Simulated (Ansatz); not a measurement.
Worked example: self-consistent single point of a (110) slab of KHgF3 (cut from a parent of space group no. 65; 10 atoms in the cell) in Ansatz (an electronic-structure program).

Method: LDA (PW92), default PAW files made with PBE (plane waves; Ansatz).

```yaml
crystal:
  lattice:
    - [4.51082, 0.00000, 0.00000]
    - [0.00000, 4.51900, 0.00000]
    - [0.00000, 0.00000, 20.77851]
  atoms:
    - { symbol: F, position: [0.00000, 0.10250, 0.33689] }
    - { symbol: F, position: [0.00000, 0.60346, 0.44563] }
    - { symbol: F, position: [0.50000, 0.60250, 0.33689] }
    - { symbol: F, position: [0.00000, 0.10442, 0.55437] }
    - { symbol: F, position: [0.00000, 0.60537, 0.66311] }
    - { symbol: F, position: [0.50000, 0.60442, 0.55437] }
    - { symbol: Hg, position: [0.00000, 0.60250, 0.33689] }
    - { symbol: Hg, position: [0.00000, 0.60442, 0.55437] }
    - { symbol: K, position: [0.50000, 0.10346, 0.44563] }
    - { symbol: K, position: [0.50000, 0.10537, 0.66311] }
```

Reference input (self-consistent single point, DFT, LDA (PW92), plane waves, default PAW files made with PBE): basis.ecutwfc = 420 eV; kpoints.mp_grid.grid = 5 5 1; hamiltonian.xc = lda; hamiltonian.pseudopotentials = {kind: paw} (the program's default PAW files); scf.occupations.method = fermi_dirac; scf.occupations.width = 0.05 eV. This run's input differs from it in these lines:

Ansatz 0.2 input:
```diff
@@ -17,3 +17,3 @@
 basis:
-  ecutwfc: 420.0
+  ecutwfc: 210.0
 kpoints:
```

Log, with long lists cut:

```
SCF iter   1: F=—  HF=-34742.284130 eV  |F-HF|=—  |Δ(HF+E_count)|=         —  Δρ=1.15e-1  dr2=2.31e1  ethr=1.77e-3  ⟨swp⟩=6.6  Hψ=2088  notcnv=0  defer=13
all-band conjugate gradients solve this SCF's bands
preconditioner: auto → LDOS
SCF iter   2: F=—  HF=-34741.679962 eV  |F-HF|=—  |Δ(HF+E_count)|=   6.04e-1  Δρ=9.27e-2  dr2=2.30e1  ethr=1.77e-3  ⟨swp⟩=4.0  Hψ=1569  notcnv=0  defer=37
   [... lines left out ...]
SCF iter   8: F=—  HF=-34733.637361 eV  |F-HF|=—  |Δ(HF+E_count)|=   2.82e-7  Δρ=5.71e-5  dr2=1.16e-5  ethr=4.58e-8  ⟨swp⟩=2.0  Hψ=889  notcnv=0  defer=30
SCF iter   9: F=—  HF=-34733.637361 eV  |F-HF|=—  |Δ(HF+E_count)|=   4.44e-7  Δρ=2.01e-5  dr2=1.41e-6  ethr=1.16e-8  ⟨swp⟩=2.0  Hψ=861  notcnv=0  defer=30
SCF iter  10: F=—  HF=-34733.637361 eV  |F-HF|=—  |Δ(HF+E_count)|=   7.78e-8  Δρ=6.01e-6  dr2=1.67e-7  ethr=1.41e-9  ⟨swp⟩=2.0  Hψ=844  notcnv=0  defer=30
SCF iter  11: F=-34733.637361 eV  HF=-34733.637361 eV  |F-HF|=6.48e-9  |Δ(HF+E_count)|=   1.07e-8  Δρ=1.80e-6  dr2=1.06e-8  ethr=1.00e-10  ⟨swp⟩=13.1  Hψ=2224  notcnv=0
SCF 1 converged in 11 iterations: F = -34733.637361 eV  dr2 = 1.06e-8
Free energy (F): -34733.637361 eV
Internal energy: -34733.637134 eV  (E = F + TS)
E sigma→0 (E₀):  -34733.637247 eV
Entropy (-TS):   -0.000226 eV (-0.023 meV/atom)
Fermi energy:    -1.540088 eV
--- Forces (eV/Å), atoms counted from 1 ---
  atom   1  F      0.00000000     0.00176793     0.38227148
  atom   2  F      0.00000000     0.00033227    -0.04669764
  atom   3  F      0.00000000    -0.00280957     0.37909551
  atom   4  F      0.00000000     0.00013270     0.02966860
  atom   5  F      0.00000000    -0.00265060    -0.98999143
  atom   6  F      0.00000000    -0.00033759     0.02909216
  atom   7  Hg     0.00000000     0.00314751     0.63924069
  atom   8  Hg     0.00000000     0.00057725     0.38704654
  atom   9  K      0.00000000     0.00011685    -0.01669470
  atom  10  K      0.00000000    -0.00007228    -0.80335772
--- Stress (GPa, compression-positive) ---
       -5.330180      -0.000000      -0.000000
       -0.000000      -5.353191      -0.005236
       -0.000000      -0.005236      -3.492396
  P = ⅓ Tr σ = -4.7253 GPa (-47.253 kbar)
  The stress holds the Pulay correction. Without it, at fixed plane waves, as pw.x and ABINIT print it: P = -102.6262 GPa
```

The run converged in 11 iterations. Against the reference run the free energy rises by 6.72 eV/atom, the largest force goes from 0.784 to 0.990 eV/Å and the gap on the mesh goes from 0.310 to 0.626 eV.

The starting cell comes from a database of computed structures (which also holds hypothetical and non-ambient phases and stackings), without a prior relaxation at this level. The slab is cut from that crystal, and its faces are unrelaxed. Its lattice was rescaled by up to half a per cent. Spin-orbit coupling is off. Spin polarisation is off, though cut faces can carry moments; a gap of a slab can lie between surface states. The two faces of this cut differ, and no dipole correction was used. The cutoff lies below the one recommended for these files.
